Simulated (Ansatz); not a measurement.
## CaS in the rock salt structure (space group Fm-3m, No. 225)

```cif
data_CaS
_chemical_formula_sum 'Ca1 S1'
_space_group_name_H-M_alt 'P 1'
_space_group_IT_number 1
_cell_length_a 3.98327
_cell_length_b 3.98327
_cell_length_c 3.98327
_cell_angle_alpha 60.000
_cell_angle_beta 60.000
_cell_angle_gamma 60.000
loop_
_space_group_symop_operation_xyz
  'x, y, z'
loop_
_atom_site_label
_atom_site_type_symbol
_atom_site_fract_x
_atom_site_fract_y
_atom_site_fract_z
_atom_site_occupancy
Ca1 Ca 0.00000 0.00000 0.00000 1
S1 S 0.50000 0.50000 0.50000 1
```

Calculations: PBEsol/PAW in Ansatz (a program for electronic structure), no spin-orbit coupling. Γ-centred 10×10×10 mesh, Fermi–Dirac width 0.05 eV.

* **Volume per atom**: 22.34 Å³
* **Density**: 2.68 g/cm³
* **Band gap**: 2.16 eV, indirect, Γ → X
* **Electron mass**: 1.4 mₑ along k, 0.29 mₑ across
* **Hole mass (degenerate bands, along [100])**: 0.22, 1.1, 1.1 mₑ
* **Lowest conduction-band minima above the VBM**: X along ⟨100⟩ 2.16 eV
* **Total energy**: -1341.527 eV/atom (σ→0; compares only within this code and set-up)

Effective masses come from finite differences of ±0.01 Å⁻¹. Along k means along the line from Γ to the band edge. No phonon test of stability was made.
